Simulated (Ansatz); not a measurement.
```xyz
6
Lattice="2.9792 0.0000 0.0000 -1.4896 2.5801 0.0000 0.0000 0.0000 9.3212" Properties=species:S:1:pos:R:3 pbc="T T T"
Li     1.4896     0.8600     6.9283
Li     0.0000     1.7200     2.2677
Ge     0.0000     0.0000     4.6405
Ge     0.0000     0.0000     9.3011
N      0.0000     1.7200     5.6254
N      1.4896     0.8600     0.9648
```

Relaxed-ion tensors in this frame from DFT at the PBEsol level (Ansatz, a first-principles code). Proper piezoelectric stress tensor e (C/m²):

```
 0.00   0.00   0.00   0.00  -0.65   0.00
 0.00   0.00   0.00  -0.65   0.00   0.00
-0.17  -0.17  -0.55   0.00   0.00   0.00
```

Stiffness C (GPa):

```
 255  50.3  12.9   0.0   0.0   0.0
50.3   255  12.9   0.0   0.0   0.0
12.9  12.9   116   0.0   0.0   0.0
 0.0   0.0   0.0  18.7   0.0   0.0
 0.0   0.0   0.0   0.0  18.7   0.0
 0.0   0.0   0.0   0.0   0.0   102
```

The cell is a database entry relaxed within its symmetry; it need not be the phase found at ambient conditions.

Problem. Obtain the piezoelectric strain tensor d.

Solution. d = e S with S = C⁻¹, in pC/N:

```
  0.0    0.0    0.0    0.0  -34.8    0.0
  0.0    0.0    0.0  -34.8    0.0    0.0
 -0.4   -0.4   -4.7    0.0    0.0    0.0
```
Away from Γ the polar cell without biaxial strain shows no imaginary mode on a 2×2×2 mesh.
